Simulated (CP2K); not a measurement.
Worked example: self-consistent single point of Ba (Im-3m, 1 atom in the cell) in CP2K.

Method of the run: PBEsol, GPW, DZVP-MOLOPT-SR-GTH basis, GTH-PBE potentials (GTH_POTENTIALS) (CP2K).

```yaml
crystal:
  lattice:
    - [4.34397, 0.00000, 0.00000]
    - [-1.44799, 4.09553, 0.00000]
    - [-1.44799, -2.04777, 3.54684]
  atoms:
    - { symbol: Ba, position: [0.00000, 0.00000, 0.00000] }
```

Reference input (self-consistent single point, DFT PBE, GPW, DZVP-MOLOPT-SR-GTH basis, GTH-PBE potentials (GTH_POTENTIALS)): CUTOFF = 500 Ry; REL_CUTOFF = 50 Ry; SMEAR/METHOD = GAUSSIAN; SIGMA = 0.1 eV; KPOINTS/SCHEME = MACDONALD 8 8 8 0.0625 0.0625 0.0625; XC_FUNCTIONAL = PBE; Ba/BASIS_SET = DZVP-MOLOPT-SR-GTH-q10; Ba/POTENTIAL = GTH-PBE-q10; METHOD = GPW; EPS_DEFAULT = 1e-10; NGRIDS = 5; SCF_GUESS = ATOMIC. This run's input differs from it in these lines:

```diff
@@ -43,3 +43,6 @@
     &XC
-      &XC_FUNCTIONAL PBE
+      &XC_FUNCTIONAL
+        &PBE
+          PARAMETRIZATION PBESOL
+        &END PBE
       &END XC_FUNCTIONAL
```

Output (repeated stretches shortened):

```
 SCF WAVEFUNCTION OPTIMIZATION

  Step     Update method      Time    Convergence         Total energy    Change
     1 NoMix/Diag. 0.30E+00      -     1.29290173       -25.5658266512 -2.56E+01
     2 Broy./Diag. 0.30E+00      -     0.00321092       -25.3678798503  1.98E-01
     3 Broy./Diag. 0.30E+00      -     0.01348818       -25.3688247243 -9.45E-04
     4 Broy./Diag. 0.30E+00      -     0.00215746       -25.4028902822 -3.41E-02
     5 Broy./Diag. 0.30E+00      -     0.00141128       -25.4135652345 -1.07E-02
     6 Broy./Diag. 0.30E+00      -     0.00008014       -25.4150561690 -1.49E-03
   [... 2 lines left out ...]
     9 Broy./Diag. 0.30E+00      -     0.00000079       -25.4145996649  2.90E-05
    10 Broy./Diag. 0.30E+00      -     0.00000049       -25.4146055128 -5.85E-06
    11 Broy./Diag. 0.30E+00      -     0.00000019       -25.4146095708 -4.06E-06
    12 Broy./Diag. 0.30E+00      -     0.00000002       -25.4146100653 -4.95E-07
  *** SCF run converged in    12 steps ***

  Overlap energy of the core charge distribution:               0.00000000000000
  Self energy of the core charge distribution:                -52.23977625442188
  Core Hamiltonian energy:                                     10.18190137922395
  Hartree energy:                                              20.27705732310645
  Exchange-correlation energy:                                 -3.63367290661804
  Smearing free energy correction:                             -0.00011960662135
  Fermi energy:                                                 0.18742899074571

  Total energy:                                               -25.41461006532281
  Total energy (extrapolated to sigma->0):                    -25.41455026201214

   [... lines left out ...]

 STRESS| Analytical stress tensor [bar]
 STRESS|                        x                   y                   z
 STRESS|      x        5.74649843521E+03  -1.63513806008E-01  -3.29306555576E-01
 STRESS|      y       -1.63513806008E-01   5.74639290776E+03  -4.65709710210E-01
 STRESS|      z       -3.29306555576E-01  -4.65709710210E-01   5.74586284243E+03
 STRESS| 1/3 Trace                                             5.74625139513E+03
```

The run converged in 12 iterations. Against the reference run the pressure goes from 1.25 to 0.57 GPa.

The starting cell has typed, rounded lattice constants, without a prior relaxation at this level. Its lattice was rescaled by a random factor within 2.5 % of one. Values carry the incompleteness of an atom-centred basis. The potentials were made for another functional than the one used.
